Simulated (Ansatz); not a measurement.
System: interstitial C in silicon with all lengths changed by -1 % (neutral cell). These are PBE, PAW (plane waves to 420 eV; Ansatz, a program for electronic structure) values and carry that method's errors.

Cell of 64 host sites held at the strained lattice (strain from the relaxed PBE one, atoms relaxed); a 2×2×2 k-point mesh shifted by half a step; Fermi-Dirac width 0.01 eV, spin-restricted; finite-size errors left in. Static, classical nuclei. The charge state is imposed; whether it is stable for some Fermi level was not computed. Sites that were not tried may lie lower.

Barriers: single points on a 3×3×3 k-point mesh shifted by half a step at the bands' geometries.

Relaxed starting cell (atoms counted from 1):

```
CELL_PARAMETERS angstrom
     10.83060     0.00000     0.00000
      0.00000    10.83060     0.00000
      0.00000     0.00000    10.83060
ATOMIC_POSITIONS crystal
  Si 0.99908 0.99974 0.24926
  Si 0.00142 0.99541 0.75178
  Si 0.00152 0.50232 0.24478
  Si 0.00541 0.50063 0.75011
  Si 0.50203 0.00542 0.25497
  Si 0.50095 0.00037 0.74842
  Si 0.50092 0.49888 0.24989
  Si 0.47908 0.48876 0.73827
  Si 0.12505 0.37508 0.12457
  Si 0.12824 0.37508 0.62460
  Si 0.12520 0.87509 0.12462
  Si 0.12502 0.87514 0.62464
  Si 0.62626 0.37509 0.12460
  Si 0.68564 0.37497 0.62459
  Si 0.62309 0.87501 0.12469
  Si 0.62626 0.87507 0.62461
  Si 0.00150 0.24794 0.00429
  Si 0.00543 0.24955 0.49907
  Si 0.99910 0.75043 0.99997
  Si 0.00151 0.75489 0.49738
  Si 0.50092 0.25123 0.99938
  Si 0.47905 0.26149 0.51079
  Si 0.50200 0.74478 0.99427
  Si 0.50094 0.74973 0.50085
  Si 0.12663 0.12317 0.37278
  Si 0.12364 0.12251 0.87716
  Si 0.12364 0.62769 0.37201
  Si 0.12661 0.62691 0.87649
  Si 0.62072 0.13782 0.38728
  Si 0.62484 0.12668 0.87304
  Si 0.62487 0.62320 0.37646
  Si 0.62069 0.61241 0.86189
  Si 0.25211 0.99913 0.00056
  Si 0.24869 0.99667 0.49858
  Si 0.24868 0.50111 0.00301
  Si 0.24764 0.50299 0.49673
  Si 0.74816 0.00017 0.99951
  Si 0.74872 0.00352 0.50072
  Si 0.74873 0.49900 0.99619
  Si 0.77240 0.51043 0.48907
  Si 0.36872 0.37665 0.36895
  Si 0.36887 0.37350 0.88018
  Si 0.37715 0.87499 0.37462
  Si 0.37710 0.87518 0.87463
  Si 0.88481 0.37293 0.36899
  Si 0.88466 0.37725 0.88010
  Si 0.87205 0.87724 0.37426
  Si 0.87208 0.87293 0.87494
  Si 0.24856 0.24899 0.24619
  Si 0.24768 0.24719 0.75248
  Si 0.25216 0.75105 0.24864
  Si 0.24856 0.75353 0.75072
  Si 0.74881 0.25119 0.25297
  Si 0.77215 0.23955 0.76027
  Si 0.74810 0.74982 0.24991
  Si 0.74879 0.74664 0.74846
  Si 0.37708 0.12504 0.12457
  Si 0.36891 0.11956 0.62614
  Si 0.37714 0.62510 0.12466
  Si 0.36875 0.63069 0.62313
  Si 0.87212 0.12474 0.12669
  Si 0.88458 0.11968 0.62248
  Si 0.87203 0.62547 0.12248
  Si 0.88472 0.63059 0.62666
  C  0.52467 0.37554 0.62411
```

End state 1 differs by these moves (Å; atoms that move under 0.08 Å are left out):

| atom | element | Δx | Δy | Δz |
|---|---|---|---|---|
| 3 | Si | -0.03 | -0.02 | 0.09 |
| 5 | Si | -0.03 | -0.11 | -0.15 |
| 6 | Si | 0.02 | -0.06 | 0.09 |
| 7 | Si | 0.02 | 0.08 | -0.10 |
| 8 | Si | 0.22 | 0.19 | 0.20 |
| 12 | Si | 0.07 | 0.06 | -0.01 |
| 14 | Si | -0.77 | -0.12 | 0.24 |
| 22 | Si | 0.24 | -0.12 | -0.77 |
| 23 | Si | -0.01 | 0.06 | 0.07 |
| 29 | Si | 0.17 | -0.25 | -0.37 |
| 30 | Si | 0.04 | -0.05 | 0.05 |
| 32 | Si | 0.07 | 0.18 | 0.16 |
| 34 | Si | 0.16 | 0.18 | 0.07 |
| 36 | Si | 0.05 | -0.05 | 0.04 |
| 40 | Si | -0.37 | -0.25 | 0.17 |
| 41 | Si | -0.04 | 0.10 | -0.17 |
| 45 | Si | -0.13 | 0.02 | 0.08 |
| 53 | Si | 0.08 | 0.02 | -0.13 |
| 54 | Si | -0.17 | 0.10 | -0.04 |
| 58 | Si | 0.20 | 0.19 | 0.22 |
| 60 | Si | 0.09 | -0.06 | 0.02 |
| 61 | Si | 0.09 | -0.02 | -0.03 |
| 62 | Si | -0.10 | 0.08 | 0.02 |
| 64 | Si | -0.15 | -0.11 | -0.03 |
| 65 | C | -0.25 | -1.36 | -0.25 |

Q: Predict the forward and backward barriers to end state 1 from PBE, PAW.

A: forward 0.38 eV, backward 0.38 eV; at the saddle point atom 65 has neighbours 2 Si at 1.87, Si at 2.00, Si at 2.05 Å. The saddle point's order was not checked.
